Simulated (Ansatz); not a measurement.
# Converging the k-point mesh at a smearing width of 0.02 eV: Be3Ir (I4mm, 4 atoms in the cell)

```
Be3Ir
1.0
   -1.62345     1.62345     3.60744
    1.62345    -1.62345     3.60744
    1.62345     1.62345    -3.60744
Be Ir
3 1
Direct
  0.75000   0.25000   0.50000
  0.25000   0.75000   0.50000
  0.50693   0.50693   0.00000
  0.00000   0.00000   0.00000
```

Method of the run: LDA (PW92), default PAW files made with PBE (plane waves; Ansatz, an electronic-structure program).

Base settings: basis.ecutwfc = 420 eV; kpoints.mp_grid.grid = 14 14 14; hamiltonian.xc = lda; hamiltonian.pseudopotentials = {kind: paw} (the program's default PAW files); scf.occupations.method = fermi_dirac; scf.occupations.width = 0.1 eV.

In this ladder: scf.occupations.width = 0.02 eV.

Only quantities that move along the ladder and can be compared are tabulated.

The count of work is k-points × plane waves × bands × iterations; it is no time. Core times come from one kind of shared machine, to one figure; runs under 30 s give none.

The starting cell comes from a database of computed structures (which also holds hypothetical and non-ambient phases and stackings), without a prior relaxation at this level. Its lattice was rescaled by up to half a per cent. One atom was moved a little off its site on purpose. Spin polarisation is off. In the base run, with a pressure of about -4 GPa the cell is away from its equilibrium volume at this level. Ansatz's pressure includes its estimate of the finite-basis (Pulay) stress.

| kpoints.mp_grid.grid | free energy less the last step's (meV/atom) | pressure (GPa) | largest difference of a force vector from the last step's (eV/Å) | count of work / last | core time / last (rough) |
|---|---|---|---|---|---|
| 5 5 5 | 22.41 | -3.86 | 0.010 | 0.0074 | – |
| 6 6 6 | -13.32 | -4.81 | 0.004 | 0.011 | – |
| 7 7 7 | 11.89 | -4.22 | 0.009 | 0.014 | – |
| 9 9 9 | 4.45 | -4.20 | 0.005 | 0.026 | – |
| 11 11 11 | -0.58 | -4.42 | 0.002 | 0.044 | – |
| 13 13 13 | -1.77 | -4.62 | 0.001 | 0.069 | – |
| 16 16 16 | 0.92 | -4.44 | 0.002 | 0.12 | – |
| 19 19 19 | 0.54 | -4.54 | 0.001 | 0.19 | 0.2 |
| 28 28 28 | 0.22 | -4.54 | 0.000 | 0.58 | 0.6 |
| 34 34 34 | 0.00 | -4.55 | 0.000 | 1.0 | 1 |

Coarsest kpoints.mp_grid.grid that holds the pressure within 0.05 GPa of the last step, with all finer ones: 19 19 19, at 0.19 of the last step's count of work and about 0.2 of the last step's time; the step before is off by 0.11 GPa.

Coarsest kpoints.mp_grid.grid that holds the free energy within 5 meV/atom of the last step, with all finer ones: 9 9 9, at 0.026 of the last step's count of work; the step before is off by 12 meV/atom.

Coarsest kpoints.mp_grid.grid that holds the forces within 0.005 eV/Å of the last step, with all finer ones: 9 9 9, at 0.026 of the last step's count of work; the step before is off by 0.009 eV/Å.

Two neighbours can agree and both be off: 7 7 7 and 9 9 9 differ by 0.02 GPa in the pressure, yet lie about 0.34 GPa from the last step.

Keys are those of Ansatz 0.2.
